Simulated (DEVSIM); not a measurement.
System: Schottky contact on n-type Si, at 300 K.

Layer 1 from the left is Si, thickness (μm) 0.310, Nd (cm⁻³) 2.3e15, τn (s) 6e-6, τp (s) 6e-6. Layer 2 from the left is Si, thickness (μm) 1.70, Nd (cm⁻³) 2.3e18, τn (s) 6e-6, τp (s) 6e-6.

Left contact: Schottky, work function 4.89 eV, emission velocity 3.2e6 cm/s. Right contact: ohmic. Voltage is applied to the left contact. Recombination: SRH at mid-gap. Gap narrowing is on: ΔEg = 6.92 meV × (l + √(l² + 0.5)), l = ln(N/1.3e17 cm⁻³), shared equally by both band edges. Mobility is μmin + (μ − μmin)/(1 + (N/Nref)^α).

Constants are typed, rounded textbook-type inputs, not results; the design itself was drawn at random and stands for no fabricated device. Values at 300 K.

Si: gap (eV) 1.124, affinity (eV) 4.05, permittivity 11.7, Nc (cm⁻³) 2.86e19, Nv (cm⁻³) 3.1e19, μn (cm²/Vs) 1417, μp (cm²/Vs) 470, μn,min 52, μp,min 45, Nref,n 9.7e16, Nref,p 2.2e17, αn 0.68, αp 0.72.

Model (solved in DEVSIM): 1D drift-diffusion, Boltzmann statistics, complete ionisation; no tunnelling, impact ionisation, image-force lowering or self-heating. Metal contacts follow the ideal Schottky-Mott rule: no Fermi-level pinning, no interface dipoles.

Task: What does the simulation give for the dark forward voltage at 1 A/cm², the dark forward voltage at 100 A/cm², the potential step across the device at zero bias?

Result: dark forward voltage at 1 A/cm² 0.418 V; dark forward voltage at 100 A/cm² 0.545 V; potential step across the device at zero bias 0.755 V.
